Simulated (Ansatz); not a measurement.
Functionals compared on the 1x1 (100) surface of monoclinic HfO2 (cut with top plane 2 O), in Ansatz (plane waves, PAW). The structure was relaxed with PBE; the other rows are single points on it. Cutoff 420 eV (500 eV for r2SCAN).

Host crystal: monoclinic HfO2, with a band gap (PBE, scalar-relativistic without spin-orbit coupling).

Set-up: 24 atoms, 9.3 Å thick at the start (thin: gaps and levels are the slab's own); mesh 4x4x1; 0.01 eV smearing; dipole correction on; 12 atoms held, the rest relaxed; start symmetry kept, larger cells not searched; no spin, no spin-orbit, no U. These notes are the PBE run's.

| functional | gap of the slab on its k-mesh (eV) | highest filled level below the top vacuum level (eV) | rough cost of the single point |
|---|---|---|---|
| PBE | 3.68 | 7.23 | – |
| RPBE | 3.76 | 7.09 | roughly 100 core-seconds |
| r2SCAN | 4.13 | 7.57 | around 2.9 core-minutes (rough) |

Ansatz is a program for electronic structure.
